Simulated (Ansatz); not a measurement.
# Fermi-surface data of GeP$_{3}$ (R-3m)

Given:

```xyz
8
Lattice="3.5175 2.0308 3.1826 -3.5175 2.0308 3.1826 0.0000 -4.0617 3.1826" Properties=species:S:1:pos:R:3 pbc="T T T"
Ge     0.0000     0.0000     7.0510
Ge     0.0000     0.0000     2.4969
P      0.0000    -2.1242     3.7385
P      0.0000     2.1242     5.8094
P      1.8396     1.0621     3.7385
P     -1.8396    -1.0621     5.8094
P     -1.8396     1.0621     3.7385
P      1.8396    -1.0621     5.8094
```

Calculation: PBEsol, rigid bands (plane waves, PAW, scalar-relativistic; Ansatz, a first-principles code). How the cell was made: cell and atoms relaxed with PBEsol.

```json
{
 "density of states at the Fermi level": "1.92 states/(eV·cell), both spins",
 "bare Sommerfeld coefficient": "0.57 mJ/(mol of atoms·K²)",
 "drude_plasma_energy": "3.7 (x), 3.7 (y), 4.9 (z) eV",
 "root-mean-square Fermi velocity": "6.8e5 m/s",
 "resistivity times τ": "36 (x), 36 (y), 20 (z) ×10⁻²² Ω·m·s"
}
```

A metal at this level (no band gap); rigid bands, thermally averaged at 300 K, both spins. Spin-orbit coupling is left out. τ is one relaxation time for all states.

Formula and space group known from diffraction (Crystallography Open Database), not checked to be the room-temperature form: GeP3 (R-3m).
